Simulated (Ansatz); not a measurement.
Consider the following.

End structure of O on the 1x1 (110) surface of bcc Ta, one in a 2x2 cell, started at the site 'hollow Ta-Ta-Ta':

```xyz
17
Lattice="5.7487 0.0000 0.0000 -1.9162 5.4200 0.0000 0.0000 0.0000 26.5000" Properties=species:S:1:pos:R:3 pbc="T T T"
Ta     0.9581     1.3550     9.8356
Ta     0.0000     4.0650     9.8356
Ta     3.8325     1.3550     9.8356
Ta     2.8744     4.0650     9.8356
Ta     0.0000     0.0000    12.0695
Ta    -0.9581     2.7100    12.0695
Ta     2.8744     0.0000    12.0695
Ta     1.9162     2.7100    12.0695
Ta     0.9425     1.3661    14.4147
Ta    -0.0280     4.0726    14.4261
Ta     3.8159     1.3789    14.4261
Ta     2.8574     4.0769    14.4621
Ta    -0.0266     0.1047    16.7651
Ta    -1.0967     2.8079    16.7455
Ta     2.8740     0.0002    16.5628
Ta     1.8086     2.7002    16.7651
O      0.3277     1.8008    17.8691
```

Set-up: 17 atoms, 6.8 Å thick at the start under the adsorbate (thin: gaps and levels are the slab's own); mesh 5x5x1; 0.1 eV smearing; dipole correction on; single point; on the structure that PBE left under its start's symmetry; no spin, no spin-orbit, no U, no dispersion correction. At the end it is bonded to 3 Ta. In PBE it is, or lies within 0.03 eV of, the lowest of the starts that converged; the order may differ at this level.

A negative adsorption energy means that the adsorbate is more stable on the surface than in its reference.

Q: What work function of the top face does Ansatz (a program for electronic structure) with r2SCAN, at the PBE geometry give?

A: 4.50 eV

Q: What is the computed change of the step from the bottom to the top vacuum level, against the clean slab (r2SCAN, at the PBE geometry)?

A: -0.32 eV

Q: Predict the adsorption energy against ½ O2(g) at the same level from r2SCAN, at the PBE geometry.

A: -5.29 eV

Q: Estimate the change of the work function that r2SCAN, at the PBE geometry returns for this input.

A: -0.37 eV
